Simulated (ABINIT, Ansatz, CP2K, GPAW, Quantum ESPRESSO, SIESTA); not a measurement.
One structure in several programs: Nb₃Sn (Pm-3n, 8 atoms in the cell)

Self-consistent single point.

```xyz
8
Lattice="5.4002 0.0000 0.0000 0.0000 5.4002 0.0000 0.0000 0.0000 5.4002" Properties=species:S:1:pos:R:3 pbc="T T T"
Nb     1.3500     0.0000     2.7001
Nb     4.0501     0.0000     2.7001
Nb     2.7001     4.0501     0.0000
Nb     2.7001     1.3500     0.0000
Nb     0.0000     2.7001     4.0501
Nb     0.0000     2.7001     1.3500
Sn     0.0000     0.0000     0.0000
Sn     2.7001     2.7001     2.7001
```

Shared settings, as Ansatz (a program for electronic structure) writes them: kpoints.mp_grid.grid = 5 5 5; scf.occupations.method = gaussian; scf.occupations.width = 0.1 eV. Potentials and cutoffs stand in the table.

```tsv
code	model	pressure (GPa)	cutoff
Quantum ESPRESSO	LDA (PZ), PSlibrary PAW (LDA) pseudopotentials	-16.18	55 Ry
ABINIT	LDA (PW92), PAW (JTH v2.0 LDA PAW)	-15.46	20 Ha
Ansatz	LDA (PW92), default PAW files made with PBE	-15.12	default
CP2K	LDA (Pade form), GPW, DZVP-MOLOPT-SR-GTH basis, GTH-PADE potentials (GTH_POTENTIALS)	-18.08	grid 500 Ry
SIESTA	LDA PW92, numerical atomic orbitals DZP, PseudoDojo LDA standard norm-conserving potentials (rewritten from UPF to PSML)	-15.54	grid 350 Ry
GPAW	LDA (Perdew-Wang 92), GPAW PAW datasets LDA (gpaw-data 1.0.1)	-15.91	550 eV
```

On Ansatz's run: spin polarisation is off.

The spread over the programs that give each value: pressure within 2.96 GPa.

CP2K and SIESTA use small atom-centred bases, whose incompleteness enters pressures, forces and empty levels differently from a plane-wave cutoff. Ansatz's pressure is given at a fixed set of plane waves, as the other plane-wave codes print theirs; with its correction for the finite basis it is -15.08 GPa. The same LDA comes in different parametrisations, which differ slightly. In the pressure, CP2K (by 2.39) lies more than 1 GPa from the median of the plane-wave programs.

The starting cell comes from a database of computed structures (which also holds hypothetical and non-ambient phases and stackings), without a prior relaxation at this level. Its lattice was rescaled by a random factor within 2.5 % of one.

Left out of this page: Elk and FLEUR (not drawn, or without a comparable value).

Keys are those of Ansatz 0.2.
